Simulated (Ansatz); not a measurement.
Consider Mg₂Ge in the anti-fluorite structure (space group Fm-3m, No. 225; a = 6.364 Å).

Computed with PBEsol/PAW in Ansatz (a program for electronic structure), scalar-relativistic without spin-orbit coupling.

Before the change:

- Shortest interatomic distance: 2.756 Å
- Band gap: 0.08 eV

Modification: every Mg is replaced by Sc; the structure is relaxed again.

Tabulated Pauling electronegativity and covalent radius: Mg 1.31, 1.41 Å; Sc 1.36, 1.70 Å.

Question: Predict the new shortest interatomic distance and band gap.

Answer: The shortest interatomic distance rises by 0.012 Å (2.756 Å → 2.768 Å); the band gap goes from 0.08 eV to zero.

Whether these cells are dynamically stable was not tested. As relaxed here, Sc2Ge is a hypothetical phase, not in the database extracts checked. The final runs are not spin-polarised. A zero or small gap of Mg2Ge can be the functional's error rather than a property of the material.
